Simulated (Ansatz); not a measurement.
Results of LDA (PAW; Ansatz, an electronic-structure program) for ZrSi2 (Cmcm, No. 63).

Run with plane-wave cutoff 520 eV, 16×16×16 k mesh, Fermi–Dirac smearing 0.057 eV (set by the program), scalar-relativistic PAW data made under PBE.

Computed at the level's own relaxed cell.

```
CELL_PARAMETERS angstrom
      1.82573    -7.23987     0.00000
      1.82573     7.23987     0.00000
      0.00000     0.00000     3.63520
ATOMIC_POSITIONS crystal
  Zr 0.60471 0.39529 0.75000
  Zr 0.39529 0.60471 0.25000
  Si 0.94610 0.05390 0.75000
  Si 0.05390 0.94610 0.25000
  Si 0.24981 0.75019 0.75000
  Si 0.75019 0.24981 0.25000
```

Question: Give the elastic tensor (Voigt notation, GPa, ions relaxed, in the Cartesian axes of the cell as printed).

Answer: 
```
  261.8    85.9    99.1     0.0     0.0     0.0
   85.9   201.0    74.5     0.0     0.0     0.0
   99.1    74.5   304.8     0.0     0.0     0.0
    0.0     0.0     0.0   118.8     0.0     0.0
    0.0     0.0     0.0     0.0   139.3     0.0
    0.0     0.0     0.0     0.0     0.0   122.6
```

Note: the relaxation could not lower the start's symmetry, so the cell can be a saddle point above a distorted one.

Static lattice: no zero-point or thermal effects.
